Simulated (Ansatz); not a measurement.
Consider MoS$_{2}$ in the 2H-MoS2 type structure (space group P6_3/mmc, No. 194; a = 3.173 Å, c = 12.437 Å; layered, stacked along the Cartesian z axis). Axes: x lies along a and z along c of the hexagonal cell.

Method: Kohn–Sham DFT with the r2SCAN+rVV10 functional, run in Ansatz (a quantum-chemistry and plane-wave program) with PAW and 500 eV plane waves, no spin-orbit coupling.

For the base:

The shortest interatomic distance is 2.403 Å. The band gap comes out as 1.01 eV and the hole mass comes out as 0.87 mₑ along c, 0.69 mₑ across (at Γ).

The change: compressive biaxial strain of 3.15 % in the plane normal to [001], as in epitaxy on a mismatched substrate; the out-of-plane cell vector and the atoms relax.

Q: How does this affect the ratio −ε⊥/ε∥?

A: The ratio −ε⊥/ε∥ comes out as 0.44.

Q: What happens to the shortest interatomic distance?

A: The shortest interatomic distance shrinks by 0.021 Å (2.403 Å → 2.382 Å).

Q: Predict the new band gap.

A: The band gap goes up by 0.16 eV to 1.17 eV.

Q: Predict the new hole mass.

A: The hole mass becomes 0.71 mₑ out of plane, 1.1 mₑ in plane (at Γ) (base: 0.87 mₑ along c, 0.69 mₑ across (at Γ)).

Masses are band curvatures over ±0.01 Å⁻¹ around the edge. Whether these cells are dynamically stable was not tested.
